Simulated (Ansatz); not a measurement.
The starting structures come from a database of crystals and need not be the phases stable at ambient conditions.

The decay constant κ of evanescent states in the gap governs leakage through a thin film.

Data:

```
Cu3VS4
1.0
    5.36988     0.00000     0.00000
    0.00000     5.36988     0.00000
    0.00000     0.00000     5.36988
V Cu S
1 3 4
Cartesian
  0.00000   0.00000   0.00000
  0.00000   2.68494   0.00000
  2.68494   0.00000   0.00000
  0.00000   0.00000   2.68494
  1.27309   4.09679   4.09679
  4.09679   4.09679   1.27309
  4.09679   1.27309   4.09679
  1.27309   1.27309   1.27309
```

Space group of this cell: P-43m. The cell is taken as given.

Transport runs along the normal of the first two printed cell vectors, the (001) plane of the conventional cell.

The gap is the functional's own, uncorrected, and κ follows it; spin-orbit coupling is left out. Mid-gap values are interpolated between the computed energies.

**Question.** Predict the band gap and the smallest decay constant κ at mid-gap from r2SCAN run with Ansatz (a quantum-chemistry and plane-wave program).

**Answer.** Gap 1.19 eV on a 6×6×6 mesh; κ = 0.253 1/Å, at (0.500, 0.500) of the in-plane reciprocal vectors. At the zone centre, at the nearest computed energy, the slowest state has κ = 0.35 1/Å.
